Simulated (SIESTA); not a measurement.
Troubleshooting SIESTA: a failed run on CsCoCl₃ (P6_3/mmc, 10 atoms in the cell). The aim is a self-consistent single point with DFT, GGA PBEsol, numerical atomic orbitals TZP, PseudoDojo PBEsol standard norm-conserving potentials (rewritten from UPF to PSML).

Cell that was meant: a = 7.2019 Å, b = 7.2019 Å, c = 6.0315 Å, α = 90.00°, β = 90.00°, γ = 120.00°.

Part of the input:

```
XC.authors                   PBEsol
PAO.BasisSize                TZP
PAO.EnergyShift              0.01 Ry
MeshCutoff                   350
%block kgrid.MonkhorstPack
    3   0   0  0.0
    0   3   0  0.0
```

Output (repeated stretches shortened):

```
reinit: Reading from file input.fdf

reinit: System Name: CsCoCl3
reinit: System Label: siesta

NOTE on units for spin output:
{S} is the spin magnetic moment, in units of the Bohr magneton,
assuming a g-factor for the electron spin of exactly 2.
The spin magnetic moment is then numerically equal to the charge inbalance,
in units of electrons, between the spin-up and -down channels.

coor:   Atomic-coordinates input format  =     Cartesian coordinates
coor:                                            (in Bohr units)

siesta: Atomic coordinates (Bohr) and species
siesta:     -0.00001   7.85752   8.54841  1        1
siesta:      6.80482   3.92875   2.84947  1        2
siesta:      0.00000   0.00000   0.00000  2        3
siesta:      0.00000   0.00000   5.69894  2        4
siesta:     -3.65078   9.96530   2.84947  3        5
siesta:      3.15403   1.82098   8.54841  3        6
siesta:     -0.00000   3.64196   2.84947  3        7
siesta:     10.45559   1.82098   8.54841  3        8
siesta:      3.65078   9.96530   2.84947  3        9
siesta:      6.80481   8.14432   8.54841  3       10

siesta: System type = bulk

initatomlists: Number of atoms, orbitals, and projectors:     10   172   180

siesta: ******************** Simulation parameters ****************************
redata: Spin configuration                          = collinear
redata: Time-Reversal Symmetry                      = T
redata: Number of Atomic Species                    =        3
ERROR

FDF module: fdf_physical:  no unit specified for MeshCutoff

     File: fdf.F90
     Line:  2144
Note: The following floating-point exceptions are signalling: IEEE_INVALID_FLAG IEEE_OVERFLOW_FLAG
STOP Stopping Program
```

Task: From the messages shown, name the fault and mend the input.

Result: The fault is an energy without its unit. The key takes a value and a unit. To fix it, add the unit. The program stopped before any SCF iteration.

An input that runs soundly differs in these lines (not the only fix; some lines may just follow from the change or write a value another way):
```diff
-MeshCutoff                   350
+MeshCutoff                   350 Ry
```

With that input, the run converged in 21 iterations: free energy E − TS -12264.7089 eV; Fermi level (on the code's own zero) -4.67 eV; pressure -3.67 GPa; largest force (vector length) 0.556 eV/Å; size of the cell's spin moment 6.00 μB (DFT, GGA PBEsol, numerical atomic orbitals TZP, PseudoDojo PBEsol standard norm-conserving potentials (rewritten from UPF to PSML)).

On the sound input: the starting cell comes from a database of published, mostly measured structures (it also holds non-ambient and calculated ones), without a prior relaxation at this level. The magnetic order is the one reached from the typed start; others were not searched systematically. Values carry the incompleteness of an atom-centred basis. With a pressure of about -4 GPa the cell is away from its equilibrium volume at this level. Without a gap this mesh is coarse (it stands for a supercell whose shortest vector is 18 Å).
